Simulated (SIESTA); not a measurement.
SIESTA run on Li3In (I4/mmm, 4 atoms in the cell): self-consistent single point.

Method: LDA PW92, numerical atomic orbitals TZP, PseudoDojo LDA standard norm-conserving potentials (rewritten from UPF to PSML) in SIESTA.

```
CELL_PARAMETERS angstrom
     -2.08073     2.08073     4.22808
      2.08073    -2.08073     4.22808
      2.08073     2.08073    -4.22808
ATOMIC_POSITIONS crystal
  Li 0.75000 0.25000 0.50000
  Li 0.25000 0.75000 0.50000
  Li 0.50000 0.50000 0.00000
  In 0.00000 0.00000 0.00000
```

Reference input (self-consistent single point, DFT, LDA PW92, numerical atomic orbitals TZP, PseudoDojo LDA standard norm-conserving potentials (rewritten from UPF to PSML)): XC.functional = LDA; XC.authors = PW92; potentials = PseudoDojo LDA standard; PAO.BasisSize = TZP; PAO.EnergyShift = 0.005 Ry; MeshCutoff = 350 Ry; kgrid.MonkhorstPack = 11 11 11; OccupationFunction = MP; OccupationMPOrder = 0; ElectronicTemperature = 2320.9 K; PAO.Polarization.NonPerturbative = true; MaxSCFIterations = 150. This run's input differs from it in these lines:

```diff
@@ -31,5 +31,5 @@
 %block kgrid.MonkhorstPack
-   11   0   0  0.0
-    0  11   0  0.0
-    0   0  11  0.0
+    5   0   0  0.0
+    0   5   0  0.0
+    0   0   5  0.0
 %endblock kgrid.MonkhorstPack
```

Log, with long lists cut:

```
        iscf     Eharris(eV)        E_KS(eV)     FreeEng(eV)     dDmax    Ef(eV) dHmax(eV)
   scf:    1    -2371.347582    -2383.465773    -2383.488056  1.158491 -6.904824  5.027207
   scf:    2    -2384.082376    -2383.793057    -2383.814760  0.211143 -6.975523  3.130272
   scf:    3    -2384.089710    -2383.981157    -2384.004093  0.258459 -7.089556  0.247140
   scf:    4    -2383.980934    -2383.981878    -2384.004859  0.034504 -7.091604  0.272006
   scf:    5    -2383.984460    -2383.983362    -2384.006204  0.015030 -7.083852  0.061417
   scf:    6    -2383.983441    -2383.983411    -2384.006273  0.003577 -7.083057  0.013246
   scf:    7    -2383.983422    -2383.983417    -2384.006273  0.000150 -7.083218  0.013681
   scf:    8    -2383.983419    -2383.983419    -2384.006276  0.000903 -7.083100  0.001051
   scf:    9    -2383.983419    -2383.983419    -2384.006276  0.000079 -7.083095  0.000003
SCF Convergence by DM+H criterion
max |DM_out - DM_in|         :     0.0000789400
max |H_out - H_in|      (eV) :     0.0000033631
SCF cycle converged after 9 iterations

Using DM_out to compute the final energy and forces

siesta: E_KS(eV) =            -2383.9834

siesta: E_KS - E_eggbox =     -2383.9834

siesta: Atomic forces (eV/Ang):
     1   -0.000022    0.000022   -0.000000
     2    0.000022   -0.000022    0.000000
     3    0.000000    0.000000    0.000000
     4   -0.000000   -0.000000   -0.000000
   Tot   -0.000000   -0.000000    0.000000
   Max    0.000022
   Res    0.000013    sqrt( Sum f_i^2 / 3N )
   Max    0.000022    constrained

Stress tensor Voigt[x,y,z,yz,xz,xy] (kbar):       18.29       18.29       22.62        0.01        0.01       -0.01
(Free)E + p*V (eV/cell)    -2384.9082
   [... lines left out ...]
siesta: FreeEng =     -2384.006276
siesta: Cell volume =         73.220830 Ang**3
siesta:         -19.73461099        -19.73529043  kBar
   [... lines left out ...]
              0.235   0.299   0.033   0.299   1.994   1.996   1.998   1.996

              2.003  -0.014  -0.003   0.030  -0.003   0.028

mulliken: Qtot =       22.000

Mulliken Atomic Populations:
Atom #   charge [q] valence [e]  Species
     1    -0.075107    3.075107  Li
     2    -0.075107    3.075107  Li
     3    -0.006419    3.006419  Li
     4     0.156634   12.843366  In
 Total    -0.000000
```

The run converged in 9 iterations. Against the reference run the free energy goes up by 6.7 meV/atom and the pressure hardly changes (-1.94 to -1.97 GPa).

The starting cell comes from a database of computed structures (which also holds hypothetical and non-ambient phases and stackings), without a prior relaxation at this level. Values carry the incompleteness of an atom-centred basis.

Cost on one core of a shared machine: roughly 40 s.
